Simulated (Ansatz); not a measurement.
The reference is GeSb$_{2}$Te$_{4}$ (space group R-3m, No. 166).

```xyz
7
Lattice="2.1240 1.2263 13.3973 -2.1240 1.2263 13.3973 0.0000 -2.4526 13.3973" Properties=species:S:1:pos:R:3 pbc="T T T"
Ge     0.0000     0.0000     0.0000
Sb     0.0000     0.0000    17.0562
Sb     0.0000     0.0000    23.1358
Te     0.0000     0.0000     5.3800
Te     0.0000     0.0000    34.8120
Te     0.0000     0.0000    11.7304
Te     0.0000     0.0000    28.4616
```

Cartesian axes are those of the cell as printed.

Level of theory: PBE-D3(BJ) (Ansatz, a program for electronic structure), no spin-orbit coupling.

Now apply this change: the cell is stretched by 3.36 % along z with no lateral relaxation; the atoms relax in the strained cell.

Problem. Predict the stress tensor and what it implies for the stiffness.

Solution. Stress of the strained cell less that of the base (GPa, compression positive):
```
  -0.69    0.00    0.00
   0.00   -0.69    0.00
   0.00    0.00   -1.40
```

Then −Δσ_ii/ε with ε = 0.0336 gives secant stiffness values (nonlinear terms included at this strain): C33 ≈ 42 GPa, C13 ≈ 21 GPa and C23 ≈ 21 GPa.

As a check, the harmonic strain energy −½ V₀ Δσ:ε is 4.4 meV/atom; the computed energy rise is 4.9 meV/atom.

Stability against distortions was not tested. The D3 term's C6 switches between coordination references near this geometry, which can add small steps to energies.
